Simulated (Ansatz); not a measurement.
# Effect of pressure −1 GPa on PbS

Base system: PbS in the rock salt structure (space group Fm-3m, No. 225; a = 6.0092 Å).

It is then changed as follows: hydrostatic tension (pressure −1 GPa).

All numbers come from DFT with PBE, PAW potentials and a 420 eV plane-wave cutoff in Ansatz (a program for electronic structure), no spin-orbit coupling. Settings: 10×10×10 k-points, 0.05 eV Fermi–Dirac smearing.

| quantity | base | changed | shift |
|---|---|---|---|
| volume per atom | 27.12 Å³ | 27.67 Å³ | +0.545 Å³ |
| density | 7.32 g/cm³ | 7.18 g/cm³ | -0.14 g/cm³ |
| lattice parameter a | 6.009 Å | 6.049 Å | +0.040 Å |
| shortest interatomic distance | 3.005 Å | 3.025 Å | +0.020 Å |
| enthalpy H = E + PV relative to the base's energy | – | -0.17 eV/atom | – |
| band gap | 0.49 eV | 0.56 eV | +0.063 eV |
| gap character | direct at L | direct at L | – |
| mean gap deformation potential ΔEg/Δln V | – | +3.2 eV | – |
| width of the top valence band | 3.16 eV | 3.02 eV | -0.14 eV |
| electron mass | 0.16 mₑ (at L) | 0.17 mₑ along k, 0.16 mₑ across (at L) | – |
| valley order (the lowest conduction-band minima on the path, energy above the VBM, named in the base's zone) | L along ⟨111⟩ 0.49 eV; a point along ⟨110⟩, about 0.6 Å⁻¹ from Γ 1.36 eV | L along ⟨111⟩ 0.56 eV; a point along ⟨110⟩, about 0.6 Å⁻¹ from Γ 1.40 eV | – |

Cost of the whole job for the changed cell (relaxation, final SCF and bands): about 12 core-seconds (a rough figure).

With Pb present, leaving out spin-orbit coupling can change the band edges. Load acts through the strain it causes; cell and atoms are relaxed under it. Masses are band curvatures over ±0.01 Å⁻¹ around the edge. Along k means along the line from Γ to the band edge. Stability against distortions was not tested. The base started in P3_121 and relaxed to Fm-3m at this level.
